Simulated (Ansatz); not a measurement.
The parent structure is ZnS in the wurtzite structure (space group P6_3mc, No. 186; a = 3.7383 Å, c = 6.1429 Å).

The change: a hydrostatic pressure of 15 GPa.

Method: Ansatz (a first-principles code), LDA, PAW, cutoff 420 eV, no spin-orbit coupling.

Base, band edges from the VBM (valence, conduction): K -2.32, 3.86; H -1.51, 4.36; M -0.98, 3.40; L -1.79, 3.32; A -0.52, 3.50; Γ 0.00, 2.19 eV.

Task: Give the band edges at the high-symmetry points of the new zone, measured from its valence-band maximum.

Result: 
```
point  valence edge (eV)  conduction edge (eV)
-----  -----------------  --------------------
Γ                   0.00                  2.78
M                  -1.19                  3.23
K                  -2.83                  3.30
A                  -0.64                  3.84
L                  -2.18                  3.22
H                  -1.91                  4.38
```

The gap is 2.78 eV, direct at Γ.

Load acts through the strain it causes; cell and atoms are relaxed under it. No phonon test of stability was made. Tetrahedral semiconductors of this kind turn to denser phases somewhere between about 1 and 50 GPa; those were not computed, so compressed cells here can lie past the real transition.
